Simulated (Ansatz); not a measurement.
Base system: PdGe in the rock salt structure (space group Fm-3m, No. 225; a = 5.215 Å; a hypothetical phase, not in the database extracts checked).

Structures relaxed with plane-wave PAW DFT at the PBE level (Ansatz, a first-principles code, 420 eV), no spin-orbit coupling, earlier PAW set.

Base:

Simulated powder pattern, Cu Kα1, λ = 1.54056 Å (kinematic, ideal powder, no thermal factors, no anomalous dispersion; the 14 strongest lines at most, above 2 %, up to 2θ = 90°):

```json
[
 {"2θ (°)": "29.65", "I/Imax (%)": "7.1", "hkl": "(111)"},
 {"2θ (°)": "34.37", "I/Imax (%)": "100", "hkl": "(200)"},
 {"2θ (°)": "49.39", "I/Imax (%)": "69", "hkl": "(220)"},
 {"2θ (°)": "58.67", "I/Imax (%)": "2.4", "hkl": "(311)"},
 {"2θ (°)": "61.55", "I/Imax (%)": "23", "hkl": "(222)"},
 {"2θ (°)": "72.43", "I/Imax (%)": "11", "hkl": "(400)"},
 {"2θ (°)": "82.69", "I/Imax (%)": "30", "hkl": "(420)"}
]
```

Now apply this change: a hydrostatic pressure of 15 GPa.

After the change:

Simulated powder pattern, Cu Kα1, λ = 1.54056 Å (kinematic, ideal powder, no thermal factors, no anomalous dispersion; the 14 strongest lines at most, above 2 %, up to 2θ = 90°):

```
2θ (°)  I/Imax (%)    hkl
------  ----------  -----
30.74          7.1  (111)
35.65          100  (200)
51.30           68  (220)
61.01          2.3  (311)
64.03           23  (222)
75.49           10  (400)
86.38           30  (420)
```

The indices refer to the base's conventional cell; one index is shown for lines that coincide.

Load acts through the strain it causes; cell and atoms are relaxed under it. Whether these cells are dynamically stable was not tested. Competing high-pressure phases were not computed. The final runs are not spin-polarised.
